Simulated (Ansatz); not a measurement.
**Response to strain in YB2**

Start from YB$_{2}$ (space group P6/mmm, No. 191; relaxed with 0.1 eV smearing).

```yaml
crystal:
  lattice:
    - [3.27147, 0.00000, 0.00000]
    - [-1.63574, 2.83318, 0.00000]
    - [0.00000, 0.00000, 3.82807]
  atoms:
    - { symbol: Y, position: [0.00000, 0.00000, 0.00000] }
    - { symbol: B, position: [0.33333, 0.66667, 0.50000] }
    - { symbol: B, position: [0.66667, 0.33333, 0.50000] }
```

Cartesian axes are those of the cell as printed.

Strains are applied to the cell and any free atomic positions relax; under biaxial strain the out-of-plane vector relaxes too.

The values are results of Kohn–Sham DFT with the PBEsol functional, run in Ansatz (an electronic-structure program) with PAW and 420 eV plane waves, spin-orbit coupling left out, not measurements.

Notes on the quantities. pressure: mean of the normal stresses, compression positive; energy relative to the base: free energy F.

| change | volume per atom | pressure | energy relative to the base |
|---|---|---|---|
| base | 11.83 Å³ | 0.0 GPa | 0 meV/atom |
| biaxial strain +0.95 %, plane normal [001], relaxed out of plane | 12.00 Å³ | -2.4 GPa | – |
| uniaxial strain ε_xx = −1.49 % | 11.65 Å³ | 2.6 GPa | +3.2 meV/atom |
| uniaxial strain ε_yy = −3.61 % | 11.40 Å³ | 6.7 GPa | +19 meV/atom |
| uniaxial strain ε_zz = +5.89 % | 12.52 Å³ | -8.6 GPa | +40 meV/atom |

Whether these cells are dynamically stable was not tested. All final runs are without spin polarisation. An odd electron count without spin: YB2.
